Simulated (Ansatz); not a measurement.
Start from InAs in the zinc blende structure (space group F-43m, No. 216; a = 6.109 Å).

All numbers come from r2SCAN (Ansatz, an electronic-structure program), no SOC.

Before the change:

| Property | Value |
|---|---|
| Band gap | 0.08 eV |
| Pressure | 0.0 GPa |

Now apply this change: every lattice vector is stretched by 1.74 %, atoms relaxed at fixed cell.

Problem. What does the calculation give for the band gap after the change?

Solution. The band gap changes from 0.08 eV to zero.

Problem. What does the calculation give for the energy relative to the base after the change?

Solution. The energy rises by 13 meV/atom.

Problem. Estimate the effect on the pressure.

Solution. The pressure goes from zero to -2.6 GPa.

A case with no gap was solved on a k-mesh chosen for an insulator, which is coarse for it. The cells carry an imposed strain or load. Whether these cells are dynamically stable was not tested. The final runs are not spin-polarised. A zero or small gap of InAs can be the functional's error rather than a property of the material.
